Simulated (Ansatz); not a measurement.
TiB2: isotropic strain +3.48 %

Base system: TiB2 (space group P6/mmm, No. 191; a = 3.032 Å, c = 3.224 Å).

One thing is altered: every lattice vector is stretched by 3.48 %; the atoms relax in the strained cell.

The values are results of PBE/PAW in Ansatz (a program for electronic structure), spin-orbit coupling left out, not measurements. k-mesh 18×18×14 (Γ-centred); smearing 0.05 eV (Fermi–Dirac).

```csv
quantity,base,changed,shift
volume per atom,8.56 Å³,9.48 Å³,+0.92 Å³
shortest interatomic distance,1.751 Å,1.811 Å,+0.0609 Å
energy relative to the base (free energy F),0 meV/atom,+67 meV/atom,+67 meV/atom
"pressure (mean of the normal stresses, compression positive)",0.0 GPa,-21.5 GPa,-21.5 GPa
band gap,zero,zero,–
```

No phonon test of stability was made. All final runs are without spin polarisation.
